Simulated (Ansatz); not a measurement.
Point defects in CoSi

Base system: an 8-atom supercell of CoSi (space group P2_13, No. 198; a = 4.386 Å; non-magnetic) at its relaxed geometry.

One neutral defect a cell, atoms relaxed at fixed cell.

Calculations: PBEsol (Ansatz, a program for electronic structure; PAW; 420 eV plane waves; spin-orbit coupling left out), earlier PAW set.

```tsv
variant	pressure	largest displacement of a host atom from its site in the perfect cell
perfect supercell	0.0 GPa	–
Co interstitial (started 1.58 Å from the nearest host atom)	46.4 GPa	[?]
S on a Si site, symmetric start	5.5 GPa	0.05 Å
Co vacancy	[?]	0.08 Å
Tl on a Si site	37.2 GPa	[?]
Si on a Co site (antisite), symmetric start	17.5 GPa	0.09 Å
```

What belongs in the blanks?


- Co interstitial (started 1.58 Å from the nearest host atom), largest displacement of a host atom from its site in the perfect cell: 0.43 Å
- Co vacancy, pressure: -7.4 GPa
- Tl on a Si site, largest displacement of a host atom from its site in the perfect cell: 0.14 Å

Other magnetic orders, which the real material may have, were not ruled out. In so small a cell the defect repeats every few ångströms: this is an ordered compound, not a dilute defect. Defects with a symmetric start kept the site's symmetry and may sit on a saddle; the others started slightly shaken. Seeded moments were not kept for Co interstitial (started 1.58 Å from the nearest host atom), the base, S on a Si site and Co vacancy and more. Spin-polarised in the final run: Co interstitial (started 1.58 Å from the nearest host atom), S on a Si site, Co vacancy, Tl on a Si site and Si on a Co site (antisite); the other runs are not.
